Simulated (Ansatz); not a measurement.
The reference is Ba in the bcc (W type) structure (space group Im-3m, No. 229; a = 4.8819 Å). Axes: x, y, z lie along the cube axes.

Computed with Ansatz (an electronic-structure program), PBEsol, PAW, cutoff 420 eV, no spin-orbit coupling.

Free-standing slabs (1 atom(s) a layer) normal to [110] with 15 Å of vacuum; in-plane cell held at bulk.

One change was made to it. Results:

The band gap is still zero; the shortest interatomic distance decreases by 5.4 pm (422.8 pm → 417.4 pm).

Which change produced these results?
(A) 1 layer
(B) 2 layers
(C) 6 layers

C, 6 layers. For comparison, the shortest interatomic distance in the other runs: 2 layers gives 411.7 pm; 1 layer gives 422.8 pm.

Stability against distortions was not tested.
